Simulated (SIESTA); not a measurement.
Band structure of MgAl3 (I4/mmm, 4 atoms in the cell).

```
MgAl3
1.0
   -2.04547     2.04547     4.12038
    2.04547    -2.04547     4.12038
    2.04547     2.04547    -4.12038
Mg Al
1 3
Cartesian
  0.00000   0.00000   0.00000
  0.00000   0.00000   4.12038
  2.04547   0.00000   2.06019
  0.00000   2.04547   2.06019
```

Level of theory: GGA PBEsol, numerical atomic orbitals DZP, PseudoDojo PBEsol standard norm-conserving potentials (rewritten from UPF to PSML) (SIESTA).

Settings: XC.functional = GGA; XC.authors = PBEsol; potentials = PseudoDojo PBEsol standard; PAO.BasisSize = DZP; PAO.EnergyShift = 0.005 Ry; MeshCutoff = 300 Ry; kgrid.MonkhorstPack = 8 8 8; OccupationFunction = MP; OccupationMPOrder = 0; ElectronicTemperature = 1160.45 K; MaxSCFIterations = 150; SCF.Mixer.Method = Pulay; SCF.Mixer.Weight = 0.2; SCF.Mixer.History = 8.

The starting cell comes from a database of computed structures (which also holds hypothetical and non-ambient phases and stackings), without a prior relaxation at this level. Values carry the incompleteness of an atom-centred basis.

Levels in eV from the Fermi level, bands 7 to 12:
| point | 7 | 8 | 9 | 10 | 11 | 12 |
|---|---|---|---|---|---|---|
| Γ | -1.15 | -0.59 | -0.59 | 0.19 | 0.19 | 0.62 |
| X | -4.08 | -4.06 | -3.73 | -2.83 | 1.47 | 2.17 |
| Y | -5.79 | -4.87 | -1.79 | -0.96 | 1.72 | 2.43 |
| S | -6.32 | -1.11 | 0.29 | 0.83 | 2.40 | 2.57 |
| Z | -2.21 | -2.21 | -1.29 | -0.33 | 5.45 | 5.72 |
| S1 | -6.32 | -1.11 | 0.29 | 0.83 | 2.40 | 2.57 |
| N | -3.28 | -3.27 | -0.05 | 0.64 | 1.57 | 2.26 |
| P | -5.52 | -4.80 | -1.36 | -1.36 | -1.02 | -0.51 |
| Y1 | -5.79 | -4.87 | -1.79 | -0.96 | 1.72 | 2.43 |

Bands cross the Fermi level along this path, so the cell is metallic at this level.

Higher empty bands are left out: an atom-centred basis made for the valence describes them poorly.
